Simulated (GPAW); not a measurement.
A series of runs on SrTiO3 (Pm-3m, 5 atoms in the cell)

```xyz
5
Lattice="3.9937 0.0000 0.0000 0.0000 3.9937 0.0000 0.0000 0.0000 3.9937" Properties=species:S:1:pos:R:3 pbc="T T T"
Sr     0.0000     0.0000     0.0000
Ti     1.9968     1.9968     1.9968
O      1.9968     0.0000     1.9968
O      0.0000     1.9968     1.9968
O      1.9968     1.9968     0.0000
```

Base run A: revPBE, GPAW PAW datasets revPBE (gpaw-data 1.0.1) in GPAW, self-consistent single point.

Its settings: mode = pw; ecut = 900 eV; xc = revPBE; kpts = 4 4 4; mesh shift (steps) = 0 0 0; occupations.name = methfessel-paxton; occupations.width = 0.02 eV; occupations.order = 0; nbands = -4; convergence.density = 1e-05 e/electron; convergence.energy = 1e-05 eV/electron; convergence.bands = -2; symmetry.symmorphic = false; symmetry.tolerance = 0.0005; maxiter = 120.

The starting cell comes from a database of computed structures (which also holds hypothetical and non-ambient phases and stackings), without a prior relaxation at this level. Its lattice was rescaled by a random factor within 2.5 % of one.

Runs:
- B: setups: default → {Ti: :d,1.0} [revPBE+U]
- C: setups: default → {Ti: :d,2.0} [revPBE+U]
- D: setups: default → {Ti: :d,3.0} [revPBE+U]
- E: setups: default → {Ti: :d,4.0} [revPBE+U]
- F: setups: default → {Ti: :d,5.0} [revPBE+U]
- G: setups: default → {Ti: :d,6.0} [revPBE+U]
- H: setups: default → {Ti: :d,7.0} [revPBE+U]
- I: setups: default → {Ti: :d,8.0} [revPBE+U]

| run | gap on the mesh (eV) |
|---|---|
| A | 1.775 |
| B | … |
| C | 2.062 |
| D | … |
| E | 2.384 |
| F | 2.556 |
| G | … |
| H | 2.919 |
| I | 3.108 |

Problem. What belongs in the gaps?

Solution. 
- B, gap on the mesh (eV): 1.915
- D, gap on the mesh (eV): 2.219
- G, gap on the mesh (eV): 2.735
